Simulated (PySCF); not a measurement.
PySCF 2.14.0, CCSD(T) (frozen core)/cc-pvdz: cluster of 5 water molecules, 15 atoms. The geometry is a generated start, not checked to be a minimum at this level.

```python
import time
import numpy
from pyscf import lib
from pyscf import gto, scf, dft, mp, cc, sgx
lib.logger.TIMER_LEVEL = 4
t0 = time.perf_counter()

mol = gto.M(
    atom='''
O      1.16571000     0.75520000     1.19931000
H      1.34093000     0.55507000     2.11892000
H      1.78627000     0.21207000     0.71314000
O      1.18390000     0.68477000    -1.95420000
H      1.37983000    -0.01628000    -1.33244000
H      1.57057000     1.46796000    -1.56234000
O     -1.77899000     0.66272000     1.20801000
H     -2.35559000     1.29008000     0.77167000
H     -2.27369000     0.37599000     1.97580000
O     -1.90261000     0.76890000    -1.81281000
H     -1.89376000     0.69203000    -2.76699000
H     -1.53386000    -0.05809000    -1.50208000
O      1.27828000    -2.39458000     1.32400000
H      0.68035000    -1.82055000     0.84502000
H      1.35266000    -3.17528000     0.77499000
''',
    basis='cc-pvdz',
    max_memory=32000,
    verbose=4,
)
mf = scf.RHF(mol)
mf.chkfile = None
mf.kernel()
print('SCF converged:', mf.converged)
print('E(SCF) = %.10f' % mf.e_tot)
print('basis functions:', mol.nao_nr())
print('integrals held in memory:', getattr(mf, '_eri', None) is not None)
t1 = time.perf_counter()
print('wall of the SCF part: %.3f s' % (t1 - t0))
mycc = cc.CCSD(mf, frozen=5)
shift = 0
eris = mycc.ao2mo()
mycc.kernel(eris=eris)
print('CCSD converged:', mycc.converged)
t2 = time.perf_counter()
print('wall of the CCSD part: %.3f s' % (t2 - t1))
et = mycc.ccsd_t(eris=eris)
print('wall of the (T) part: %.3f s' % (time.perf_counter() - t2))
print('E(total) = %.10f' % (mycc.e_tot + et + shift))
print('wall after the SCF: %.3f s' % (time.perf_counter() - t1))
print('run ended')
```

The program reports basis functions: 120.

Machine: one whole node, Arm Neoverse V2, 96 cores on 1 socket, no SMT, 1 L3 cache group.

Wall times, medians of two to five repeats, each run alone on the node (launch to exit). Unless noted, each process is bound to its own block of adjacent cores. The build: PyPI wheel: OpenMP (GNU), a bundled serial OpenBLAS 0.3.3 under its C layer, NumPy's threaded OpenBLAS held to generic ARMv8 kernels, libcint, Libxc; another build can shift the numbers. Scratch files lie in a memory file system.

Started as
```bash
OMP_NUM_THREADS=32 OPENBLAS_NUM_THREADS=1 python -u run.py
```
(32 threads, 1 BLAS thread, mol.max_memory = 32000 MB) it takes 16 s and 11 Fock builds (products with the orbital Hessian counted alike).

**Question.** What happens to the run time with mol.max_memory = 700 MB?

**Answer.** About 48 s (2 runs within 1 %): 3.0× as long. The largest move is in (T): 6.3 s to 23 s. Change in the result: energy equal as printed.
